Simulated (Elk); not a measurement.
A self-consistent single point of MgNi₃C (Pm-3m, 5 atoms in the cell) with Elk.

Method: LDA (PW92), all-electron FP-LAPW, Elk's shipped species files, APW+lo basis with extra local orbitals run with Elk.

The change in words: lattice scaled by 0.98. Reference geometry:
```xyz
5
Lattice="3.7019 0.0000 0.0000 0.0000 3.7019 0.0000 0.0000 0.0000 3.7019" Properties=species:S:1:pos:R:3 pbc="T T T"
Mg     0.0000     0.0000     0.0000
Ni     0.0000     1.8509     1.8509
Ni     1.8509     0.0000     1.8509
Ni     1.8509     1.8509     0.0000
C      1.8509     1.8509     1.8509
```
Moments meant for the start (each program seeds them in its own way; μB, in the order of the atoms Mg Ni Ni Ni C): 0.0 2.0 2.0 2.0 0.0.

Reference input (self-consistent single point, DFT, LDA (PW92), all-electron FP-LAPW, Elk's shipped species files, APW+lo basis with extra local orbitals): xctype = 3; spinpol = true; rgkmax = 7.5; stype = 0; swidth = 0.00734986 Ha; ngridk = 9 9 9; reducebf = 0.5; gmaxvr = 16 1/bohr; nxlo = 2; lorbcnd = true; lmaxi = 3; nempty = 8 per atom. This run's input differs from it in these lines:

```diff
@@ -37,3 +37,3 @@
 scale
-  6.995509111
+  6.855599458
```

Output (repeated stretches shortened):

```
│ Self-consistent loop started │
│ Loop number : 1 │
 total energy                :     -4803.87054337
 total moment                :    2.292727233
│ Loop number : 2 │
 total energy                :     -4803.77697322
 total moment                :    2.291525770
RMS change in Kohn-Sham potential (target) :   0.3370452214     (  0.1000000000E-05)
Absolute change in total energy (target)   :   0.9357015240E-01 (  0.1000000000E-03)
│ Loop number : 3 │
 total energy                :     -4803.43266230
 total moment                :    2.273605837
RMS change in Kohn-Sham potential (target) :   0.3273643004     (  0.1000000000E-05)
   [... lines left out ...]
│ Loop number : 20 │
 total energy                :     -4792.54905607
 total moment                :  -0.7026249509E-03
RMS change in Kohn-Sham potential (target) :   0.1504975878E-05 (  0.1000000000E-05)
Absolute change in total energy (target)   :   0.2277176700E-03 (  0.1000000000E-03)
│ Loop number : 21 │
 total energy                :     -4792.54897744
 total moment                :  -0.9284831464E-04
RMS change in Kohn-Sham potential (target) :   0.7040351475E-06 (  0.1000000000E-05)
Absolute change in total energy (target)   :   0.2170784046E-04 (  0.1000000000E-03)
Convergence targets achieved

│ Loop number : 22 │

Energies :
 Fermi                       :     0.374569369011
 xc effective B-field        :    -0.331833379865E-10
 external B-field            :      0.00000000000
 total energy                :     -4792.54893957
 (external B-field energy excluded from total)

Density of states at Fermi energy :    108.6126407
 (states/Hartree/unit cell)

Estimated indirect band gap :   0.2574173589E-02
 from k-point     12 to k-point      8
Estimated direct band gap   :   0.6832999853E-02
 at k-point      8

Charges :
 core                        :    40.00000000
 valence                     :    62.00000000
 interstitial                :    7.764776597
 muffin-tins (core leakage)
  species :    1 (Mg)
   atom    1                 :    10.72344521     (  0.2220446049E-15)
  species :    2 (Ni)
   [... lines left out ...]
  species :    1 (Mg)
   atom    1                 :  -0.4174360753E-06
  species :    2 (Ni)
   atom    1                 :   0.2102436391E-04
   atom    2                 :   0.2102436391E-04
   atom    3                 :   0.2102436391E-04
  species :    3 (C)
   atom    1                 :   0.3078511533E-05
 total in muffin-tins        :   0.6573416720E-04
 total moment                :   0.6299657925E-04

│ Self-consistent loop stopped │
```

The run converged in 22 iterations. The count includes the last loop, which Elk runs after its targets are met. 

The starting cell comes from a database of computed structures (which also holds hypothetical and non-ambient phases and stackings), without a prior relaxation at this level. Its lattice was rescaled by a random factor within 2.5 % of one. For this run, on top of that: lattice scaled by 0.98. The starting moments vanished: the run ended non-magnetic, which need not be the lowest state. Values depend on the basis (sphere radii, cutoffs, local orbitals), which need not be converged. The log's line on a gap gives a spacing of levels on this mesh, which the program prints for metals too.

Cost on one core of a shared machine: roughly 4 min.
